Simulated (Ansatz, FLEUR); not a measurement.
A FLEUR input for a self-consistent single point of Be (P6_3/mmc, 4 atoms in the cell) (DFT, PBE, all-electron FLAPW (FLEUR), scalar-relativistic valence):

Input of the input generator:

```
scf Be
&input film=f /
1.0000000000 -0.0000000603 0.0000000000
-0.4999999478 0.8660254339 0.0000000000
0.0000000000 0.0000000000 3.2175067323
4.2759787525
1.0 1.0 1.0

4
4 0.0000000000 0.0000000000 -0.0000000000
4 0.0000000000 0.0000000000 0.5000000000
4 0.3333333333 0.6666666667 0.2500000000
4 0.6666666667 0.3333333333 0.7500000000

&comp jspins=1 /
&kpt div1=22 div2=22 div3=6 gamma=t /
&end /
```

```xml
<?xml version="1.0" encoding="UTF-8" standalone="no"?>
<fleurInput fleurInputVersion="0.39">
   <comment>
      scf Be                                                                                              
   </comment>
   <calculationSetup>
      <cutoffs Kmax="4.1" Gmax="14.3" GmaxXC="14.3" numbands="0"/>
      <scfLoop itmax="80" minDistance="0.00001" maxIterBroyd="25" imix="Anderson" alpha="0.05" precondParam="0.0" spinf="2.0"/>
      <coreElectrons ctail="T" frcor="F" kcrel="0" coretail_lmax="0"/>
      <xcFunctional name="pbe" relativisticCorrections="F"/>
      <magnetism jspins="1"/>
      <soc l_soc="F" theta="0.0" phi="0.0" spav="F"/>
      <expertModes spex="0" secvar="F"/>
      <geometryOptimization l_f="T" forcealpha="1.0" forcemix="BFGS" epsdisp="0.00001" epsforce="0.00001"/>
      <ldaU l_linMix="F" mixParam="0.05" spinf="1.0"/>
   </calculationSetup>
   <cell>
      <bzIntegration valenceElectrons="8.0" mode="gauss" fermiSmearingEnergy="0.00734986">
         <kPointListSelection listName="default-1"/>
         <!-- k-points included here -->
         <xi:include xmlns:xi="http://www.w3.org/2001/XInclude" href="kpts.xml"> </xi:include>
      </bzIntegration>
      <!-- symmetry operations included here -->
      <xi:include xmlns:xi="http://www.w3.org/2001/XInclude" href="sym.xml"> </xi:include>
      <bulkLattice scale="1.0">
         <bravaisMatrix>
            <row-1>    4.2759787525000004    -0.0000002578415188     0.0000000000000000</row-1>
            <row-2>   -2.1379891530439092     3.7031063544809935     0.0000000000000000</row-2>
            <row-3>    0.0000000000000000     0.0000000000000000    13.7579904233405070</row-3>
         </bravaisMatrix>
      </bulkLattice>
   </cell>
   <atomSpecies>
      <species name="Beryllium (Be)" element="Be" atomicNumber="4">
         <mtSphere radius="1.97" gridPoints="681" logIncrement="0.015"/>
         <atomicCutoffs lmax="8" lnonsphr="6"/>
         <electronConfig flipSpins="F">
            <coreConfig>(1s1/2)</coreConfig>
            <valenceConfig>(2s1/2)</valenceConfig>
         </electronConfig>
         <energyParameters s="2" p="2" d="3" f="4"/>
      </species>
   </atomSpecies>
   <atomGroups>
      <atomGroup species="Beryllium (Be)">
         <relPos label="                   1">.0000000000 .0000000000 .0000000000</relPos>
         <relPos label="                   2">.0000000000 .0000000000 1.000/2.000</relPos>
         <force calculate="T" relaxXYZ="TTT"/>
      </atomGroup>
      <atomGroup species="Beryllium (Be)">
         <relPos label="                   3">1.000/3.000 -1.000/3.000 1.000/4.000</relPos>
         <relPos label="                   4">-1.000/3.000 1.000/3.000 -1.000/4.000</relPos>
         <force calculate="T" relaxXYZ="TTT"/>
      </atomGroup>
   </atomGroups>
   <output dos="F" band="F" slice="F">
      <checks vchk="F" cdinf="F"/>
      <bandDOS minEnergy="-.5*Htr" maxEnergy="0.5*Htr" sigma="0.015" storeEVData="T"/>
      <vacuumDOS vacdos="F" integ="F" star="F" nstars="0" locx1="0.0" locy1="0.0" locx2="0.0" locy2="0.0" nstm="0" tworkf="0.0"/>
      <unfoldingBand unfoldBand="F" supercellX="1" supercellY="1" supercellZ="1"/>
      <plotting iplot="0" polar="F">
         <plot TwoD="T" vec1="  1.0  0.0  0.0" vec2="  0.0  1.0  0.0" vec3="  0.0  0.0  1.0" zero="  0.0  0.0  0.0" file="plot"/>
      </plotting>
      <chargeDensitySlicing numkpt="0" minEigenval="0.0" maxEigenval="0.0" nnne="0" pallst="F"/>
      <specialOutput eonly="F"/>
      <magneticCircularDichroism mcd="F" energyLo="-10.0" energyUp="0.0"/>
   </output>
  <!-- We include the file relax.xml here to enable relaxations (see documentation) -->
  <xi:include xmlns:xi="http://www.w3.org/2001/XInclude" href="relax.xml"> <xi:fallback/> </xi:include>
</fleurInput>
```

Problem. Write the same calculation as an input for Ansatz (a program for electronic structure).

Solution. One input that does it (others would too):

Ansatz 0.2 input:
```yaml
# Be
crystal:
  lattice:
    - [2.26275100, 0.00000000, 0.00000000]
    - [-1.13137500, 1.95959900, 0.00000000]
    - [0.00000000, 0.00000000, 7.28041500]
  atoms:
    - { symbol: Be, position: [0.00000000, 0.00000000, 0.00000000] }
    - { symbol: Be, position: [0.00000000, 0.00000000, 0.50000000] }
    - { symbol: Be, position: [0.33333300, 0.66666700, 0.25000000] }
    - { symbol: Be, position: [0.66666700, 0.33333300, 0.75000000] }
basis:
  ecutwfc: 420.0 eV
kpoints:
  mp_grid: { grid: [22, 22, 6] }
hamiltonian:
  xc: pbe
  pseudopotentials: { kind: paw }
scf:
  occupations: { method: gaussian, width: 0.2 eV }
output:
  forces: true
  eigenvalues: true
  stress: true
```

Basis, cutoffs, solver keys and any potentials are the target program's own. This input uses DFT, PBE, plane waves, default PAW files.

The starting cell was generated: these elements placed on a structure prototype, without a prior relaxation; it need not be a known phase or ordering of this composition. Its lattice was rescaled by a random factor within 2.5 % of one.
